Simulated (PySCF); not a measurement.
PySCF 2.14.0 runs on several systems (generated geometries, not checked to be minima at this level). Levels: (1) unrestricted BP86/def2-svp, df; (2) unrestricted HF/def2-svp, df; (3) unrestricted B3LYP/def2-svp, df; (4) unrestricted PBE/def2-svp, df; (5) B3LYP/def2-svp, df; (6) PBE/def2-svp, df. Common settings: task = energy, basis = def2-svp, two-electron scheme = density fitting, mol.max_memory = 16000 MB, mf.max_cycle = 100, mf.init_guess = minao (default), mf.DIIS = CDIIS (default), mf.diis_space = 8 (default), mf.conv_tol = 1e-09 (default).

Machine: one whole node, Arm Neoverse V2, 96 cores on 1 socket, no SMT, 1 L3 cache group. Wall times, medians of two to five repeats, each run alone on the node (launch to exit). Unless noted, each process is bound to its own block of adjacent cores. The times hold for this build (PyPI wheel: OpenMP (GNU), a bundled serial OpenBLAS 0.3.3 under its C layer, NumPy's threaded OpenBLAS held to generic ARMv8 kernels, libcint, Libxc). Scratch files lie in a memory file system. The time of a restarted run leaves out the earlier run that it starts from.

| no. | system | kind | level | method | basis functions | layout | wall time |
|---|---|---|---|---|---|---|---|
| 1 | Mn(OH)(k2OAc) (CC1[O][Mn]([OH])<-[O]=1), charge 0, multiplicity 6, 10 atoms | molecule | (1) | bp86 | 121 | 16 threads, 1 BLAS thread | 21 s |
| 2 | Fe(Cl)2(NH3)2 ([NH3]->[Fe](<-[NH3])([Cl])[Cl]), charge 0, multiplicity 5, 11 atoms | molecule | (2) | hf | 125 | 16 threads, 1 BLAS thread | 2.3 s |
| 3 | Co(SH)(fmdH) ([SH][Co]1[NH]C=[NH]->1), charge 0, multiplicity 4, 9 atoms | molecule | (3) | b3lyp | 111 | 16 threads, 1 BLAS thread | 12 s |
| 4 | Ni(Cl)(OMe) (C[O][Ni][Cl]), charge 0, multiplicity 3, 7 atoms | molecule | (4) | pbe | 92 | 16 threads, 1 BLAS thread | 4.3 s |
| 5 | Cd(OH)(k2OAc) (CC1[O][Cd]([OH])<-[O]=1), 10 atoms | molecule | (5) | b3lyp | 121 | 16 threads, 1 BLAS thread | 2.4 s |
| 6 | Pd(H)2(dadMe) (C[N]1=CC=[N](C)->[PdH2]<-1), 17 atoms | molecule | (6) | pbe | 165 | 16 threads, 1 BLAS thread | 5.3 s |

Changes, each made alone in every run:
A. start: initial guess (default) → chkfile of a nearby geometry
B. mf.init_guess: minao (default) → 1e
C. mf.init_guess: minao (default) → huckel

Task: Where does each change pay in wall time (bar: 15 %), and where does it cost?

Result: 
- A helps for 1, 2, 4, 5, 6 and costs for no system; another result: 3. Ratios by kind (molecule: 0.12 to 0.73).
- B helps for 1 and costs for 2, 5, 6; within the bar or the scatter: 3, 4. Ratios by kind (molecule: 0.80 to 1.4).
- C helps for 1, 2 and costs for 5, 6; within the bar or the scatter: 4; not converged: 3. Ratios by kind (molecule: 0.59 to 1.6).

```tsv
no.	before	A (ratio)	B (ratio)	C (ratio)
1	21 s	2.5 s (0.12)	16 s (0.80)	12 s (0.59)
2	2.3 s	1.3 s (0.57)	2.8 s (1.2)	1.7 s (0.72)
3	12 s	another result	10 s (0.89)	not converged
4	4.3 s	1.8 s (0.42)	4.2 s (0.96)	4.4 s (1.0)
5	2.4 s	1.8 s (0.73)	3.3 s (1.4)	2.9 s (1.2)
6	5.3 s	3.5 s (0.66)	6.4 s (1.2)	8.3 s (1.6)
```

Pairs with a ratio agree in their result (bars such as 0.10 meV/atom in energy, 0.010 in <S²>).
